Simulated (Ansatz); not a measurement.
Results of r²SCAN+rVV10 in Ansatz (plane waves, PAW) for AlB2-type TiB₂.

Run with plane-wave cutoff 600 eV, 24×24×20 k mesh (along the axes of the cell as run), Fermi–Dirac smearing 0.057 eV (set by the program), no spin polarisation, scalar-relativistic PAW data made under PBE.

Cell (relaxed at this level):

```
TiB2
1.0
    3.02238     0.00000     0.00000
   -1.51119     2.61746     0.00000
    0.00000     0.00000     3.21603
Ti B
1 2
Direct
  0.00000   0.00000   0.00000
  0.66667   0.33333   0.50000
  0.33333   0.66667   0.50000
```

Question: Estimate the elastic constant C11, elastic constant C12, elastic constant C66, elastic constant C33, elastic constant C13 and elastic constant C44 that the calculation returns.

Answer: 
elastic constant C11: 684 GPa
elastic constant C12: 66.1 GPa
elastic constant C66: 309 GPa
elastic constant C33: 473 GPa
elastic constant C13: 104 GPa
elastic constant C44: 271 GPa

Measured, for comparison: elastic constant C11 660 GPa, elastic constant C12 48 GPa, elastic constant C33 432 GPa, elastic constant C13 93 GPa, elastic constant C44 260 GPa (temperature not stated, no zero-point or thermal correction; as tabulated in Liu et al. (2023), arXiv:2002.00005). Computed (rounded) less measured: elastic constant C11 +4 %, elastic constant C12 +38 %, elastic constant C33 +9 %, elastic constant C13 +12 %, elastic constant C44 +4 %. A static lattice is as a rule a little smaller and stiffer than an uncorrected measurement, which narrows the difference in the elastic constant C11, elastic constant C33, elastic constant C44 and would widen misses of the other sign.

Elastic constants are with the ions relaxed.

Static lattice: no zero-point or thermal effects.

Cost on a shared machine: around 50 core-minutes (rough).

Ansatz is an electronic-structure program.
